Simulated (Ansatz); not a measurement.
The parent structure is Cs in the bcc (W type) structure (space group Im-3m, No. 229; a = 6.011 Å).

Level of theory: PBEsol/PAW in Ansatz (a quantum-chemistry and plane-wave program), spin-orbit coupling left out.

Before the change:

| Property | Value |
|---|---|
| Lattice parameter a | 6.011 Å |
| Band gap | zero |

Now apply this change: every Cs is replaced by Sr, then cell and atoms are relaxed.

### Question
Predict the new lattice parameter a.

### Answer
The lattice parameter a falls by 1.337 Å to 4.674 Å.

### Question
Estimate the effect on the band gap.

### Answer
The band gap remains zero.

Stability against distortions was not tested. The final runs are not spin-polarised. This is not the structure that Sr has at room temperature and ambient pressure.
